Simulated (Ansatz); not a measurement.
Results of LDA (plane waves, PAW; Ansatz, a quantum-chemistry and plane-wave program) for HfTe3 (P2₁/m, No. 11, 8 atoms in the cell; start mp-1025459).

Output (set-up and result lines):

```
Crystal: 8 atoms, lattice volume = 222.634 Å³
Basis set: ecut = 520 eV, 5963 PW (Γ), exchange–correlation on 90×60×150 points (8 copies of the dense FFT grid, shifted against one another)
Bands: 89, of which v1, the nominal top of the filled ones, is band 74 counted from 1 (73 counted from 0)
Symmetry: 4 space group operations
Space group: P21/m (ITA 11), of the structure as read, at distance tolerance 6.1e-5 Å
k-points: 256 of 840
Functional: x = slater, c = lda
SCF iter   1: F=—  HF=-71922.039511 eV  |F-HF|=—  |Δ(HF+E_count)|=         —  Δρ=5.77e-3  dr2=6.50e-2
SCF iter   2: F=—  HF=-71922.034704 eV  |F-HF|=—  |Δ(HF+E_count)|=   4.81e-3  Δρ=2.76e-3  dr2=4.81e-2
  ...
SCF iter  10: F=—  HF=-71922.022097 eV  |F-HF|=—  |Δ(HF+E_count)|=   1.76e-8  Δρ=1.08e-6  dr2=4.20e-9
SCF iter  11: F=-71922.022097 eV  HF=-71922.022097 eV  |F-HF|=4.95e-10  |Δ(HF+E_count)|=  5.97e-10  Δρ=4.38e-7  dr2=7.68e-10
SCF 1 converged in 11 iterations: F = -71922.022097 eV  dr2 = 7.68e-10
SCF converged after 11 iterations
Free energy (F): -71922.022097 eV
Internal energy: -71922.002394 eV  (E = F + TS)
E sigma→0 (E₀):  -71922.012246 eV
Fermi energy:    11.862735 eV
--- Forces (eV/Å), atoms counted from 1 ---
  atom   1  Hf     0.00696671    -0.00000000     0.06364418
  atom   2  Hf    -0.00696671     0.00000000    -0.06364418
  atom   3  Te     0.18947263    -0.00000000     0.22295956
  atom   4  Te    -0.18947263     0.00000000    -0.22295956
  atom   5  Te    -0.00096176     0.00000000    -0.14565779
  atom   6  Te     0.00096176    -0.00000000     0.14565779
  atom   7  Te    -0.17984686    -0.00000000     0.22116788
  atom   8  Te     0.17984686     0.00000000    -0.22116788
--- Stress (GPa, compression-positive) ---
       -2.564451      -0.000000      -0.001142
       -0.000000      -2.096807       0.000000
       -0.001142       0.000000      -2.046716
  P = ⅓ Tr σ = -2.2360 GPa (-22.360 kbar)
```

Q: Write an input file that could have produced this run (the log leaves some choices open).

A: Several could match; the one computed here: 
Ansatz 0.2 input:
```yaml
crystal:
  lattice:
    - [5.8538609218, 0.0, 0.0035906354]
    - [0.0, 3.8460024117, 0.0]
    - [-1.3907150773, 0.0, 9.8878757821]
  atoms:
    - { symbol: Hf, position: [0.2901651737, 0.75, 0.1700962688] }
    - { symbol: Hf, position: [0.7098348263, 0.25, 0.8299037312] }
    - { symbol: Te, position: [0.4233706996, 0.75, 0.6635111348] }
    - { symbol: Te, position: [0.5766293004, 0.25, 0.3364888652] }
    - { symbol: Te, position: [0.7636893523, 0.75, 0.0548477859] }
    - { symbol: Te, position: [0.2363106477, 0.25, 0.9451522141] }
    - { symbol: Te, position: [0.9122516609, 0.75, 0.6582184881] }
    - { symbol: Te, position: [0.0877483391, 0.25, 0.3417815119] }
basis:
  ecutwfc: 520
  ecutrho_ratio: 4
  xc_grid: 2
kpoints:
  mp_grid: { grid: [10, 14, 6] }
hamiltonian:
  xc: lda
  dispersion: none
  pseudopotentials: { kind: paw }
scf:
  occupations: { method: fermi_dirac, width: 0.05 }
  convergence: { dr2_threshold: 0.0000000008 }
output:
  forces: true
  stress: true
  eigenvalues: true
```

The PAW data were made under PBE.

Note: cell and atoms aren't relaxed at this level (largest force component 0.22 eV/Å, pressure -2.2 GPa).

The result took around 2.2 core-minutes (rough).

A start named mp-… is a Materials Project structure, which need not be a measured phase.
